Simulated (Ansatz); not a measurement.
The starting structures come from a database of crystals and need not be the phases stable at ambient conditions.

 Where the default PAW files enter, the runs use the earlier of Ansatz's two default sets.

The decay constant κ of evanescent states in the gap governs leakage through a thin film.

Input:

```yaml
crystal:
  lattice:
    - [5.67030, 0.00000, 0.00000]
    - [-0.07347, 5.66983, 0.00000]
    - [2.78031, 2.81656, 4.15007]
  atoms:
    - { symbol: La, position: [0.75043, 0.75043, 0.50691] }
    - { symbol: La, position: [0.24957, 0.24957, 0.49309] }
    - { symbol: Ta, position: [0.00000, 0.50000, 0.00000] }
    - { symbol: Ta, position: [0.50000, 0.00000, 0.00000] }
    - { symbol: N, position: [0.76880, 0.23120, 0.50000] }
    - { symbol: N, position: [0.23120, 0.76880, 0.50000] }
    - { symbol: N, position: [0.67445, 0.67445, 0.03148] }
    - { symbol: N, position: [0.32555, 0.32555, 0.96852] }
    - { symbol: O, position: [0.18911, 0.81089, 0.00000] }
    - { symbol: O, position: [0.81089, 0.18911, 0.00000] }
```

Space group of this cell: C2/m. The cell is taken as given; by r2SCAN its mean pressure is -3.7 GPa.

Transport runs along the normal of the first two printed cell vectors.

The gap is the functional's own. No spin-orbit coupling. Mid-gap values are interpolated on the energy grid.

### Question
Give the band gap and the smallest decay constant κ at mid-gap that r2SCAN in Ansatz (a first-principles code) yields.

### Answer
Gap 1.01 eV on a 6×6×8 mesh; κ = 0.131 1/Å, at (0.500, 0.500) of the in-plane reciprocal vectors. At the zone centre, at the nearest computed energy, the slowest state has κ = 0.15 1/Å.
